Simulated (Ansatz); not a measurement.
Consider this model of amorphous Si$_{40}$O$_{20}$.

```xyz
60
Lattice="10.1862 0.0000 0.0000 0.0000 10.1862 0.0000 0.0000 0.0000 10.1862" Properties=species:S:1:pos:R:3 pbc="T T T"
Si     6.9390     6.5749     9.3784
Si     1.8432     5.5187     8.6097
Si     0.9009     3.9324     1.4157
Si     4.9552     0.7754     7.9759
Si     1.8989     4.0699     3.5756
Si     0.8525     2.7563     5.1220
Si     5.0734     6.1848     3.4168
Si     7.6455     8.5175     0.5362
Si     9.1527     7.1747     1.7694
Si     6.2853     8.9521     3.2697
Si     9.6994     6.7932     5.7293
Si     4.2789     5.6853     0.2872
Si     7.2862     3.6853     2.7642
Si     5.5800     4.0408     4.2522
Si     3.6063     0.4840     3.9922
Si     2.3389     6.2473     4.5029
Si     6.6333     1.8307     1.7372
Si     7.8958     0.2216     5.5739
Si     0.0597     8.0750     3.6530
Si     1.3022     1.2785     9.4817
Si     3.5893     1.0440     9.8951
Si     9.6995     5.5371     8.6737
Si     4.5676     2.6747     1.1010
Si     1.8445     6.9598     6.6612
Si     7.0935     0.1604     8.9514
Si     0.9442     9.6086     8.1078
Si     8.7990     9.5501     7.5456
Si    10.1704     1.7438     1.1596
Si     1.4614     3.1864     8.1079
Si     6.3671     2.9867     6.1794
Si     3.8476     2.7709     3.3626
Si     0.6262     0.2691     3.0870
Si     8.0386     4.5299     9.9766
Si     0.2643     8.3170    10.1586
Si     8.3340     7.2474     7.5723
Si     3.0832     9.2191     1.3042
Si     9.0430     4.5441     6.5152
Si     9.0428     4.8936     1.8898
Si     8.0510     2.0727    10.1356
Si     2.9997     9.2920     6.8444
O      7.4823     9.5113     4.2840
O      2.4047     0.0567     2.8278
O      0.5603     1.2617     4.4350
O      5.2760     6.5013     9.4623
O      3.9055     6.7547     4.3851
O      6.6415     9.2159     1.7083
O      2.7878     6.0628     9.8785
O      6.2442     7.3355     3.5271
O      1.5196     8.8633     0.9165
O      1.7122     2.6568     6.5515
O      1.5827     7.3743     3.5464
O      5.2761     2.2974     7.2186
O      2.9803    10.1688     5.4041
O      7.4603     4.0415     6.8335
O      9.1207     9.3740     0.1860
O      4.9054     9.7212     3.6700
O      4.5129     6.1100     1.8585
O      7.1679     1.6544     5.5369
O      4.5298     4.0834     0.1917
O      9.5474     3.2530     5.6088
```

The numbers are results of PBE, scalar-relativistic without spin-orbit coupling (plane waves to 420 eV, PAW; Ansatz, an electronic-structure program), not measurements. The usual formal charges leave 120 electrons over, so the level spacing at the Fermi energy parts defect or band states and needn't be the band gap.

It comes from a melt-quench run on a machine-learned potential (CHGNet), relaxed afterwards by DFT. O atoms were pushed apart under 1.9 Å during the dynamics, to hinder bonds among them. The hot cell started wider than the set density and was brought back towards it in steps. It is the lowest in DFT energy of 2 quenches. It is a model cell: composition and starting density were chosen by hand, and all elements were melted together. No dispersion term was used. Its density started from a set value of 2.20 and ended at 2.27 g/cm³. The simulated quench (nominally 150 K/ps over its main leg) is rapid and tends to freeze in more defects than a deposited or slowly cooled glass has. One small periodic cell is one sample of the glass; other quenches scatter about these values. The volume was free in the relaxation, at fixed shape. Stress components on the final sampling reach 1.9 GPa. On a 2×2×2 Γ-centred mesh force components of up to 0.46 eV/Å stay, since the relaxation ran on the zone centre alone.

Bonds are counted up to Si-Si 2.60 Å, Si-O 2.08 Å, O-O 1.58 Å. Two cations that share two anions don't count as bonded, nor two that share one unless they lie closer than Si-Si 2.38 Å.

### Question
Give the coordination numbers, mean bond lengths and angles.

### Answer

```
Quantity                                                                                                                             Result
---------------------------------  --------------------------------------------------------------------------------------------------------
Mean coordination of Si by anions  1.02 (20 with 0, 7 with 1, 7 with 2, 4 with 3, 2 with 4); 106 close contacts or bonds to cations besides
Mean coordination of O                                                                                           2.05 (19 with 2, 1 with 3)
Mean Si-Si bond                                                                                        2.383 Å (spread 0.070 Å, 53 counted)
Mean Si-O bond                                                                                         1.673 Å (spread 0.059 Å, 41 counted)
Bond angle at Si                                                                                                  mean 108.5°, spread 14.5°
Bond angle at O                                                                                                   mean 138.9°, spread 15.0°
```

### Question
Which atoms depart from the most common coordination of their element?

### Answer
Si3 has 3 (Si38 2.31 Å, Si5 2.38 Å, Si28 2.39 Å); Si4 has 3 (O52 1.73 Å, Si21 2.37 Å, Si25 2.43 Å); Si13 has 3 (Si17 2.22 Å, Si14 2.29 Å, Si38 2.30 Å); Si17 has 3 (Si13 2.22 Å, Si39 2.29 Å, Si23 2.32 Å); Si18 has 3 (O58 1.61 Å, O41 1.62 Å, Si27 2.33 Å); Si21 has 3 (Si20 2.34 Å, Si23 2.36 Å, Si4 2.37 Å; Si36 at 2.62 Å just beyond); Si24 has 3 (Si16 2.33 Å, Si2 2.42 Å, Si11 2.52 Å; Si40 at 2.61 Å just beyond); Si25 has 3 (Si27 2.35 Å, Si4 2.43 Å, Si39 2.44 Å; Si8 at 2.61 Å just beyond); Si29 has 3 (O50 1.66 Å, Si20 2.36 Å, Si2 2.42 Å); Si36 has 2 (O49 1.65 Å, O42 1.96 Å; Si21 at 2.62 Å just beyond); Si40 has 2 (O53 1.69 Å, Si26 2.43 Å; Si24 at 2.61 Å just beyond); O42 has 3 (Si15 1.73 Å, Si32 1.81 Å, Si36 1.96 Å).
